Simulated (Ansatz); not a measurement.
Base system: Nb in the bcc (W type) structure (space group Im-3m, No. 229; a = 3.303 Å). Axes: x, y, z lie along the cube axes.

All numbers come from DFT with r2SCAN, PAW potentials and a 500 eV plane-wave cutoff in Ansatz (a quantum-chemistry and plane-wave program), spin-orbit coupling left out.

The change: an isotropic linear strain of −1.16 %, atoms relaxed at fixed cell.

Question: Predict the stress tensor and what it implies for the stiffness.

Answer: Stress of the strained cell less that of the base (GPa, compression positive):
```
    6.5     0.0     0.0
    0.0     6.5     0.0
    0.0     0.0     6.5
```

Then B = −ΔP/(ΔV/V₀) with ΔV/V₀ = -0.0344 gives secant stiffness values (nonlinear terms included at this strain): B ≈ 189 GPa.

As a check, the harmonic strain energy −½ V₀ Δσ:ε is 13 meV/atom; the computed energy rise is 12 meV/atom.

Whether these cells are dynamically stable was not tested. The final runs are not spin-polarised.
